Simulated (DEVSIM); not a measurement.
Device: isotype n-n heterojunction GaP/Si, at 250 K.

```csv
layer (left to right),material,thickness (μm),Nd (cm⁻³),τn (s),τp (s)
1,GaP,0.120,1.1e16,2.2e-7,2.2e-7
2,Si,0.860,2.7e16,2.2e-7,2.2e-7
```

Left contact: ohmic. Right contact: ohmic. Voltage is applied to the left contact. Recombination: SRH at mid-gap, Auger. Mobility is constant in doping. Where it depends on doping, it is μmin + (μ − μmin)/(1 + (N/Nref)^α).

The device is made up for the run: typed textbook-type constants, with dimensions and the other settings drawn at random. Values at 300 K; Nc and Nv go as T^1.5, mobilities as T to minus their exponent, the gap by Varshni's rule with the affinity fixed. The table also holds parameters that only a changed run uses.

```tsv
parameter	GaP	Si
gap (eV)	2.26	1.124
affinity (eV)	3.8	4.05
permittivity	11.1	11.7
Nc (cm⁻³)	1.8e19	2.86e19
Nv (cm⁻³)	1.9e19	3.1e19
μn (cm²/Vs)	250	1417
μp (cm²/Vs)	150	470
μn,min	10	52
μp,min	10	45
Nref,n	4.4e18	9.7e16
Nref,p	1e18	2.2e17
αn	0.8	0.68
αp	0.85	0.72
T exponent of μn	1.6	2.3
T exponent of μp	1.98	2.2
Cn (cm⁶/s)	1e-30	2.8e-31
Cp (cm⁶/s)	1e-30	9.9e-32
Varshni α (eV/K)	0.00058	0.000473
Varshni β (K)	372	636
```

DEVSIM, 1D drift-diffusion, Boltzmann statistics, complete ionisation; no tunnelling, impact ionisation, image-force lowering or self-heating. Band offsets follow the typed affinities; no thermionic-emission limit at abrupt steps, no polarisation charge.

Base results: potential step across the device at zero bias (V) 0.241.

Question: What follows from this one change: doping Nd of layer 1 1.1e+16 → 3.3e+17 cm^-3?

Answer: potential step across the device at zero bias 0.241 → 0.314 V.

Question: What follows from this one change: doping Nd of layer 2 2.7e+16 → 8.1e+17 cm^-3?

Answer: potential step across the device at zero bias 0.241 → 0.167 V.
